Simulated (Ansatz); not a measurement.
The parent structure is a 15-atom supercell of WSi$_{2}$ (space group I4/mmm, No. 139) at its relaxed geometry.

```
CELL_PARAMETERS angstrom
     -4.80389     1.60130     3.90786
      4.80389    -1.60130     3.90786
      1.60130     4.80389    -3.90786
ATOMIC_POSITIONS crystal
  W  0.00000 0.00000 0.00000
  W  0.80000 0.40000 0.20000
  W  0.40000 0.20000 0.60000
  W  0.60000 0.80000 0.40000
  W  0.20000 0.60000 0.80000
  Si 0.33453 0.33453 0.00000
  Si 0.13453 0.73453 0.20000
  Si 0.73453 0.53453 0.60000
  Si 0.93453 0.13453 0.40000
  Si 0.53453 0.93453 0.80000
  Si 0.66547 0.66547 0.00000
  Si 0.46547 0.06547 0.20000
  Si 0.06547 0.86547 0.60000
  Si 0.26547 0.46547 0.40000
  Si 0.86547 0.26547 0.80000
```

Level of theory: Ansatz (a first-principles code), PBEsol, PAW, cutoff 420 eV, no SOC.

Base values:

- Pressure: 0.0 GPa

Now apply this change: a neutral Si interstitial (started 1.73 Å from the nearest host atom), atoms relaxed at fixed cell, starting from a slightly rattled geometry.

**Question.** How does this affect the final site of the added atom, largest displacement of a host atom from its site in the perfect cell and pressure?

**Answer.** The final site of the added atom is 4 Si at 2.15 Å and 4 W at 2.52 Å; the largest displacement of a host atom from its site in the perfect cell is 0.45 Å; the pressure goes from zero to 25.1 GPa.

The cell is small, so the values are those of an ordered compound at a high defect concentration; dilute-limit values will differ. All final runs are without spin polarisation. The defect cell is not spin-polarised.
